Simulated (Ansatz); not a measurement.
Pressure series in ZrS2

Consider ZrS₂ in the CdI2 type structure (space group P-3m1, No. 164; a = 3.635 Å, c = 5.720 Å; layered, stacked along the Cartesian z axis).

Cell and atoms are relaxed at each pressure.

Method: PBE-D3(BJ) (Ansatz, a quantum-chemistry and plane-wave program; PAW; 420 eV plane waves; without spin-orbit coupling).

Candidates:
(a) pressure 22.5 GPa
(b) pressure 30 GPa
(c) pressure 2.1 GPa
(d) pressure 0.9 GPa
(e) pressure 9 GPa

Base values:

The c/a ratio is 1.574.

Task: Order them by c/a ratio, highest first.

Result: (d) pressure 0.9 GPa (1.557), (b) pressure 30 GPa (1.552), (c) pressure 2.1 GPa (1.542), (a) pressure 22.5 GPa (1.531), (e) pressure 9 GPa (1.514)

A case with no gap was solved on a k-mesh chosen for an insulator, which is coarse for it. Load acts through the strain it causes; cell and atoms are relaxed under it. Stability against distortions was not tested. Competing high-pressure phases were not computed. All final runs are without spin polarisation.
